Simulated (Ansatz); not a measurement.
Start from AlP in the zinc blende structure (space group F-43m, No. 216; a = 5.4703 Å). Axes: x, y, z lie along the cube axes.

Method: PBEsol, PAW, 420 eV (Ansatz, a program for electronic structure; without spin-orbit coupling), earlier PAW set.

Strains are applied to the cell and any free atomic positions relax; under biaxial strain the out-of-plane vector relaxes too; under stress the whole cell relaxes.

One change was made to it. Results:

The energy rises by 28 meV/atom; the band gap falls by 0.66 eV to 0.79 eV.

Q: What was done to the base?
A) biaxial strain +3.69 %, plane normal [111], relaxed out of plane
B) uniaxial stress, 5 GPa compression along z
C) uniaxial stress, 8 GPa tension along x
D) tensor shear ε_yz = +3.54 %

A: B, uniaxial stress, 5 GPa compression along z. For comparison, the band gap in the other runs: uniaxial stress, 8 GPa tension along x gives 1.15 eV; tensor shear ε_yz = +3.54 % gives 0.90 eV; biaxial strain +3.69 %, plane normal [111], relaxed out of plane gives 1.22 eV.

Stability under load was not tested beyond the relaxation.
